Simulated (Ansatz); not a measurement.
The starting structures come from a database of crystals and need not be the phases stable at ambient conditions.

 Where the default PAW files enter, the runs use the earlier of Ansatz's two default sets.

Consider the following.

```yaml
crystal:
  lattice:
    - [3.86549, 0.00000, 0.00000]
    - [0.00000, 3.86549, 0.00000]
    - [0.00000, 0.00000, 5.45561]
  atoms:
    - { symbol: Al, position: [0.50000, 0.50000, 0.50000] }
    - { symbol: Ga, position: [0.00000, 0.00000, 0.00000] }
    - { symbol: P, position: [0.00000, 0.50000, 0.25039] }
    - { symbol: P, position: [0.50000, 0.00000, 0.74961] }
```

Space group of this cell: P-4m2. The cell is taken as given.

The current runs along the normal of the first two printed vectors, the (001) plane. All runs by Ansatz (a first-principles code), plane waves and PAW, without spin-orbit coupling; the base is PBEsol.

| run | mean pressure (GPa) | gap (eV) | mid-gap κ (1/Å) |
|---|---|---|---|
| base | -0.3 | 1.49 | 0.156 |
| all lengths scaled by 0.98 | 5.5 | 1.36 | 0.176 |
| all lengths scaled by 1.02 | -4.7 | 1.47 | 0.128 |
| lda in place of pbesol | -2.3 | 1.48 | 0.151 |
| lengths across the current scaled by 0.98, ions clamped | 3.4 | ___ | ___ |
| lengths across the current scaled by 1.02, ions clamped | -3.4 | 1.47 | 0.136 |
| lengths along the current scaled by 0.97, ions clamped | 2.4 | ___ | ___ |
| lengths along the current scaled by 1.03, ions clamped | -2.7 | ___ | ___ |

Complete the blanks.


- lengths across the current scaled by 0.98, ions clamped, gap (eV): 1.33
- lengths across the current scaled by 0.98, ions clamped, mid-gap κ (1/Å): 0.169
- lengths along the current scaled by 0.97, ions clamped, gap (eV): 1.32
- lengths along the current scaled by 0.97, ions clamped, mid-gap κ (1/Å): 0.166
- lengths along the current scaled by 1.03, ions clamped, gap (eV): 1.43
- lengths along the current scaled by 1.03, ions clamped, mid-gap κ (1/Å): 0.145
